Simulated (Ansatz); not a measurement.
Consider Ag in the fcc (Cu type) structure (space group Fm-3m, No. 225; a = 4.054 Å; relaxed with 0.1 eV smearing). Axes: x, y, z lie along the cube axes.

Computed with PBEsol (Ansatz, a first-principles code, PAW, spin-orbit coupling left out).

Base values:

- Volume per atom: 16.65 Å³

Modification: biaxial strain −2.00 %, plane normal [001], relaxed out of plane (Cartesian); in-plane vectors clamped, the third vector and the atoms free.

Q: What does the calculation give for the volume per atom after the change?

A: The volume per atom shrinks by 0.20 Å³ (16.65 Å³ → 16.45 Å³).

Whether these cells are dynamically stable was not tested.
